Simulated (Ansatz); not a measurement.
# What isotropic strain +2.33 % does to VPbO3

Take VPbO3 (space group P4mm, No. 99; a = 3.7511 Å, c = 4.7323 Å; ferromagnetic) as the base.

Modification: every lattice vector is stretched by 2.33 %; the atoms relax in the strained cell.

All numbers come from Kohn–Sham DFT with the PBEsol functional, run in Ansatz (a first-principles code) with PAW and 420 eV plane waves, scalar-relativistic without spin-orbit coupling. k-mesh 12×12×10 (Γ-centred); smearing 0.05 eV (Fermi–Dirac).

The space group is still P4mm (No. 99) and the shortest interatomic distance falls by 1.9 pm to 164.1 pm. The energy goes up by 14 meV/atom and the pressure (mean of the normal stresses, compression positive) goes from zero to -4.5 GPa. The band gap remains zero and the magnetic state is still ferromagnetic. The largest site moment stays 0.67 μB and the largest internal atomic displacement is 0.093 Å.

Other magnetic orders, which the real material may have, were not ruled out. Stability against distortions was not tested. No Hubbard U is applied, and correlation can decide whether such a compound is a metal.
